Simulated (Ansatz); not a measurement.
The structure below was relaxed with Ansatz (a first-principles code), r2SCAN, PAW, cutoff 500 eV, without spin-orbit coupling.

```xyz
8
Lattice="3.9299 0.0000 0.0000 0.0000 3.9299 0.0000 0.0000 0.0000 11.1163" Properties=species:S:1:pos:R:3 pbc="T T T"
P      1.9649     0.0000     4.2163
As     0.0000     1.9649     1.4370
As     1.9649     0.0000     9.6793
P      0.0000     1.9649     6.9000
Ga     0.0000     0.0000     8.2400
Ga     1.9649     1.9649     5.5582
Ga     0.0000     0.0000     2.8764
Ga     1.9649     1.9649     0.0000
```

Problem. Find the space group and the Wyckoff positions.

Solution. Space group P-4m2 (No. 115); a = 3.930 Å, b = 3.930 Å, c = 11.116 Å, α = 90.00°, β = 90.00°, γ = 90.00°

```csv
atom,site,symmetry,x,y,z
P,2g,2mm.,0.5000,0.0000,0.3793
As,2g,2mm.,0.0000,0.5000,0.1293
Ga,2e,2mm.,0.0000,0.0000,0.2588
Ga,1c,-4m2,0.5000,0.5000,0.5000
Ga,1b,-4m2,0.5000,0.5000,0.0000
```

These are small ordered cells, not random alloys; other orderings at the same x differ. No phonon test of stability was made. The cell was made from GaAs by this change: x(P) = 0.5, 8 atoms, P-4m2.
